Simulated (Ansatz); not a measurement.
The parent structure is SnSe2 in the CdI2 type structure (space group P-3m1, No. 164; a = 3.826 Å, c = 6.231 Å; layered, stacked along the Cartesian z axis).

Method: Kohn–Sham DFT with the r2SCAN+rVV10 functional, run in Ansatz (a quantum-chemistry and plane-wave program) with PAW and 500 eV plane waves, no spin-orbit coupling.

One change was made to it. Results:

The c/a ratio falls by 0.153, from 1.629 to 1.476; the band gap goes from 0.94 eV to zero; the density increases by 1.50 g/cm³, from 5.82 g/cm³ to 7.32 g/cm³.

### Question
What was done to the base?
(A) pressure 30 GPa
(B) pressure 0.9 GPa
(C) pressure 15 GPa

### Answer
C, pressure 15 GPa. For comparison, the density in the other runs: pressure 0.9 GPa gives 6.00 g/cm³; pressure 30 GPa gives 8.12 g/cm³.

The mesh was chosen for an insulator and is coarse for the gapless case. Load acts through the strain it causes; cell and atoms are relaxed under it. Stability against distortions was not tested. No other phases were tried under pressure. The final runs are not spin-polarised. A zero or small gap of SnSe2 under pressure 15 GPa can be the functional's error rather than a property of the material.
